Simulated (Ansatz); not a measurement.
Structures of equal composition on the (111) surface of fcc Pt: a layer of Rh in place of the second plane; a layer of Rh in place of the third plane. The slabs share one bottom face, and each structure is named by its start. These are constructed structures in small cells; real faces may alloy, dewet or reconstruct in larger ones, and not all known structures of the face are among them. Slabs of about 11 Å with all that they carry, Fermi-Dirac smearing of 0.1 eV. Bottom of the slabs: a bare face, its two planes held. Relaxed from the named starts with such symmetry as they have, on meshes of like density; energies extrapolated to zero smearing; no spin-orbit coupling, no U. Spin-polarised runs, if any, are marked in brackets, and their order is one that fits the cell; the others ran without spin.

Method: PBE (plane waves to 420 eV, PAW; Ansatz, an electronic-structure program).

Task: Rank these by energy per 1x1 cell (lowest first), as PBE gives it.

Result: a layer of Rh in place of the third plane (0.000 eV), a layer of Rh in place of the second plane (0.023 eV)
